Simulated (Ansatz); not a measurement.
Structures of equal composition on the (110) surface of bcc W: a layer of Au in place of the second plane; a layer of Au in place of the third plane. The slabs share one bottom face, and each structure is named by its start. These are constructed structures in small cells; real faces may alloy, dewet or reconstruct in larger ones, and not all known structures of the face are among them. Slabs of about 11 Å, Fermi-Dirac smearing of 0.1 eV. Bottom of the slabs: a bare face, its two planes held. Relaxed from the named starts with such symmetry as they have, on meshes of like density; energies extrapolated to zero smearing; spin only where a row says so; no spin-orbit coupling, no U. Brackets mark spin-polarised runs, whose order is one that fits the cell.

The numbers are results of PBE (plane waves to 420 eV, PAW; Ansatz, a quantum-chemistry and plane-wave program), not measurements.

### Question
Put the candidates in order of energy per 1x1 cell, lowest first, for PBE.

### Answer
a layer of Au in place of the third plane (0.000 eV), a layer of Au in place of the second plane (0.235 eV)
